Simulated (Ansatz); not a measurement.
A computed series for BaTiO3: response to strain

The parent structure is BaTiO3 in the cubic perovskite structure (space group Pm-3m, No. 221).

```xyz
5
Lattice="3.9940 0.0000 0.0000 0.0000 3.9940 0.0000 0.0000 0.0000 3.9940" Properties=species:S:1:pos:R:3 pbc="T T T"
Ba     0.0000     0.0000     0.0000
Ti     1.9970     1.9970     1.9970
O      0.0000     1.9970     1.9970
O      1.9970     1.9970     0.0000
O      1.9970     0.0000     1.9970
```

Cartesian axes are those of the cell as printed.

Strains are applied to the cell and any free atomic positions relax; under biaxial strain the out-of-plane vector relaxes too; under stress the whole cell relaxes.

Calculations: r2SCAN (Ansatz, a first-principles code; PAW; 500 eV plane waves; no spin-orbit coupling).

```tsv
change	smallest direct gap	gap character	volume per atom
base	2.28 eV	indirect, R → Γ	12.74 Å³
biaxial strain −1.50 %, plane normal [001], relaxed out of plane	2.28 eV	indirect, A → Γ	12.50 Å³
biaxial strain −0.52 %, plane normal [001], relaxed out of plane	2.28 eV	indirect, A → Γ	12.66 Å³
biaxial strain −4.07 %, plane normal [110], relaxed out of plane	–	direct at Γ	12.02 Å³
biaxial strain +2.48 %, plane normal [111], relaxed out of plane	2.00 eV	indirect, T → Γ	13.22 Å³
isotropic strain +5.49 %	2.00 eV	indirect, R → Γ	14.96 Å³
isotropic strain +5.95 %	1.98 eV	indirect, R → Γ	15.16 Å³
uniaxial strain ε_yy = −2.51 %	2.26 eV	indirect, A → Γ	12.42 Å³
uniaxial stress, 0.5 GPa tension along z	2.28 eV	indirect, A → Γ	12.75 Å³
```

Stability under load was not tested beyond the relaxation. All final runs are without spin polarisation. Many cubic perovskites are stable only at high temperature; tilts and polar distortions were not tested. This is not the structure that BaTiO3 has at room temperature and ambient pressure. Labels are those of the standard path for the cell's own space group.
